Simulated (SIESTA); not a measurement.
Input and output of a self-consistent single point for La (Pm-3n, 8 atoms in the cell) (SIESTA)

Computed with GGA PBE, numerical atomic orbitals DZP, PseudoDojo PBE standard norm-conserving potentials (rewritten from UPF to PSML) run with SIESTA.

Input as run:

```
# files in the folder: La.psml (PseudoDojo PBE standard)
SystemName  La
SystemLabel La

NumberOfAtoms                8
NumberOfSpecies              1
%block ChemicalSpeciesLabel
  1 57 La
%endblock ChemicalSpeciesLabel
LatticeConstant              6.732669 Ang
%block LatticeVectors
     1.000000000    0.000000000    0.000000000
     0.000000000    1.000000000    0.000000000
     0.000000000    0.000000000    1.000000000
%endblock LatticeVectors
AtomicCoordinatesFormat      Fractional
%block AtomicCoordinatesAndAtomicSpecies
     0.250000000    0.000000000    0.500000000  1
     0.750000000    0.000000000    0.500000000  1
     0.000000000    0.500000000    0.250000000  1
     0.000000000    0.500000000    0.750000000  1
     0.500000000    0.250000000    0.000000000  1
     0.500000000    0.750000000    0.000000000  1
     0.000000000    0.000000000    0.000000000  1
     0.500000000    0.500000000    0.500000000  1
%endblock AtomicCoordinatesAndAtomicSpecies

XC.functional                GGA
XC.authors                   PBE
PAO.BasisSize                DZP
PAO.EnergyShift              0.005 Ry
MeshCutoff                   300 Ry
%block kgrid.MonkhorstPack
    5   0   0  0.0
    0   5   0  0.0
    0   0   5  0.0
%endblock kgrid.MonkhorstPack
OccupationFunction           FD
ElectronicTemperature        100.0 meV

MaxSCFIterations             150
SCF.Mixer.Method             Pulay
SCF.Mixer.Weight             0.1
SCF.Mixer.History            6
SCF.DM.Tolerance             1.0E-04
Diag.ParallelOverK           true
WriteForces                  true
```

Output, abridged:

```
reinit: Reading from file input.fdf

reinit: System Name: La
reinit: System Label: La

coor:   Atomic-coordinates input format  =     Fractional

siesta: Atomic coordinates (Bohr) and species
siesta:      3.18073   0.00000   6.36145  1        1
siesta:      9.54218   0.00000   6.36145  1        2
siesta:      0.00000   6.36145   3.18073  1        3
siesta:      0.00000   6.36145   9.54218  1        4
siesta:      6.36145   3.18073   0.00000  1        5
siesta:      6.36145   9.54218   0.00000  1        6
siesta:      0.00000   0.00000   0.00000  1        7
siesta:      6.36145   6.36145   6.36145  1        8

siesta: System type = bulk

initatomlists: Number of atoms, orbitals, and projectors:      8   152   256

siesta: ******************** Simulation parameters ****************************
redata: Spin configuration                          = none
redata: Time-Reversal Symmetry                      = T
redata: Number of Atomic Species                    =        1
redata: Mesh Cutoff                                 =   300.0000 Ry
redata: Net charge of the system                    =     0.0000 |e|
redata: Min. number of SCF Iter                     =        0
redata: Max. number of SCF Iter                     =      150
redata: SCF convergence failure will abort job
redata: SCF mix quantity                            = Hamiltonian
redata: Mix DM or H after convergence               =   F
redata: Recompute H after scf cycle                 =   F
redata: Mix DM in first SCF step                    =   T
redata: No kicks to SCF
redata: DM Mixing Weight for Kicks                  =     0.5000
redata: Require Harris convergence for SCF          =   F
redata: Harris energy tolerance for SCF             =     0.000100 eV
redata: Require DM convergence for SCF              =   T
redata: DM tolerance for SCF                        =     0.000100
redata: Require EDM convergence for SCF             =   F
redata: EDM tolerance for SCF                       =     0.001000 eV
redata: Require H convergence for SCF               =   T
redata: Hamiltonian tolerance for SCF               =     0.001000 eV
redata: Require (free) Energy convergence for SCF   =   F
redata: (free) Energy tolerance for SCF             =     0.000100 eV
redata: Using DFT-D3 dispersion                     =   F
redata: Using Saved Data (generic)                  =   F
redata: Method of Calculation                       = Diagonalization
redata: Electronic Temperature                      =  1160.4518 K
redata: Number of TDED substeps                     =        3
redata: Dynamics option                             = Single-point calculation
redata: Save all siesta data in one NC              =   F
redata: ***********************************************************************

%block SCF.Mixers
  Pulay
%endblock SCF.Mixers

%block SCF.Mixer.Pulay
  # Mixing method
  method pulay
  variant stable

  # Mixing options
  weight 0.1000
  weight.linear 0.1000
  history 6
%endblock SCF.Mixer.Pulay

DM_history_depth set to one: no extrapolation allowed by default for geometry relaxation
Size of DM history Fstack: 1
Total number of electrons:    88.000000
Total ionic charge:    88.000000

* ProcessorY, Blocksize:    1  64

* Orbital distribution balance (max,min):   152   152

 Kpoints in:           75 . Kpoints trimmed:           63

siesta: k-grid: Number of k-points = 63
siesta: k-points from Monkhorst-Pack grid
siesta: k-cutoff (effective) =    16.832 Ang
siesta: k-point supercell and displacements
siesta: k-grid:     5     0     0      0.000
siesta: k-grid:     0     5     0      0.000
siesta: k-grid:     0     0     5      0.000

diag: Algorithm                                     = D&C
diag: Parallel over k                               =   F
diag: Use parallel 2D distribution                  =   F
diag: Parallel block-size                           = 64
diag: Parallel distribution                         =     1 x     1
diag: Used triangular part                          = Lower
diag: Absolute tolerance                            =  0.100E-15
diag: Orthogonalization factor                      =  0.100E-05
diag: Memory factor                                 =  1.0000

superc: Internal auxiliary supercell:     5 x     5 x     5  =     125
superc: Number of atoms, orbitals, and projectors:   1000  19000  32000

                        Single-point calculation

superc: Internal auxiliary supercell:     5 x     5 x     5  =     125
superc: Number of atoms, orbitals, and projectors:   1000  19000  32000

outcell: Unit cell vectors (Ang):
        6.732669    0.000000    0.000000
        0.000000    6.732669    0.000000
        0.000000    0.000000    6.732669

outcell: Cell vector modules (Ang)   :    6.732669    6.732669    6.732669
outcell: Cell angles (23,13,12) (deg):     90.0000     90.0000     90.0000
outcell: Cell volume (Ang**3)        :    305.1840
new_DM -- step:     1
Initializing Density Matrix...

Attempting to read DM from file... Failed...
DM filled with atomic data:

InitMesh: MESH = 72 x 72 x 72 = 373248
InitMesh: Mesh cutoff (required, used) =   300.000   316.077 Ry

stepf: Fermi-Dirac step function

        iscf     Eharris(eV)        E_KS(eV)     FreeEng(eV)     dDmax    Ef(eV) dHmax(eV)
   scf:    1    -7585.593174    -7636.622346    -7637.157359  1.652815 -5.324897  1.635170
   scf:    2    -7636.900532    -7636.765540    -7637.298990  0.022366 -5.344490  1.243608
   scf:    3    -7637.250739    -7637.044854    -7637.575322  0.077561 -5.418311  0.494406
   scf:    4    -7637.107440    -7637.089580    -7637.628515  0.045661 -5.456309  0.080614
   scf:    5    -7637.033549    -7637.074821    -7637.607158  0.018319 -5.454100  0.394485
   scf:    6    -7637.095660    -7637.091831    -7637.629717  0.014978 -5.452689  0.055780
   scf:    7    -7637.089702    -7637.091132    -7637.630205  0.003273 -5.450716  0.021894
   scf:    8    -7637.091900    -7637.091550    -7637.630257  0.000907 -5.450917  0.005365
   scf:    9    -7637.091533    -7637.091542    -7637.630260  0.000115 -5.450921  0.003047
   scf:   10    -7637.091465    -7637.091504    -7637.630261  0.000104 -5.450870  0.000014
   scf:   11    -7637.091505    -7637.091505    -7637.630261  0.000001 -5.450871  0.000006

SCF Convergence by DM+H criterion
max |DM_out - DM_in|         :     0.0000007938
max |H_out - H_in|      (eV) :     0.0000057477
SCF cycle converged after 11 iterations

Using DM_out to compute the final energy and forces

siesta: E_KS(eV) =            -7637.0915

siesta: E_KS - E_eggbox =     -7637.0915

siesta: Atomic forces (eV/Ang):
     1    0.000000   -0.000000    0.000000
     2   -0.000000   -0.000000    0.000000
     3   -0.000000    0.000000   -0.000000
     4   -0.000000    0.000000    0.000000
     5    0.000000   -0.000000   -0.000000
     6    0.000000    0.000000   -0.000000
     7    0.000000   -0.000000    0.000000
     8    0.000000   -0.000000   -0.000000
   Tot    0.000000   -0.000000    0.000000
   Max    0.000000
   Res    0.000000    sqrt( Sum f_i^2 / 3N )
   Max    0.000000    constrained

Stress tensor Voigt[x,y,z,yz,xz,xy] (kbar):       -7.35       -7.35       -7.35       -0.00       -0.00       -0.00
(Free)E + p*V (eV/cell)    -7636.2301
Target enthalpy (eV/cell)    -7637.6303

siesta: Program's energy decomposition (eV):
siesta: Ebs     =     -1831.160731
siesta: Eions   =     10911.750177
siesta: Ena     =      2390.237324
siesta: Ekin    =      1755.456265
siesta: Enl     =       863.461685
siesta: Eso     =         0.000000
siesta: Edftu   =         0.000000
siesta: DEna    =        79.924560
siesta: DUscf   =         0.917134
siesta: DUext   =         0.000000
siesta: Ex      =     -1659.200758
siesta: Ec      =      -156.137539
siesta: Exc     =     -1815.338296
siesta: Eharris =     -7637.091505
siesta: Etot    =     -7637.091505
siesta: FreeEng =     -7637.630261

siesta: Stress tensor (static) (eV/Ang**3):
siesta:    -0.004588   -0.000000   -0.000000
siesta:    -0.000000   -0.004588   -0.000000
siesta:    -0.000000   -0.000000   -0.004588

siesta: Cell volume =        305.184021 Ang**3

siesta: Pressure (static):
siesta:                Solid            Molecule  Units
siesta:           0.00004997          0.00004997  Ry/Bohr**3
siesta:           0.00458784          0.00458784  eV/Ang**3
siesta:           7.35052694          7.35052695  kBar
```

The run converged in 11 iterations.

The starting cell was generated: these elements placed on a structure prototype, without a prior relaxation; it need not be a known phase or ordering of this composition. Values carry the incompleteness of an atom-centred basis.

Cost on one core of a shared machine: roughly 2 min.
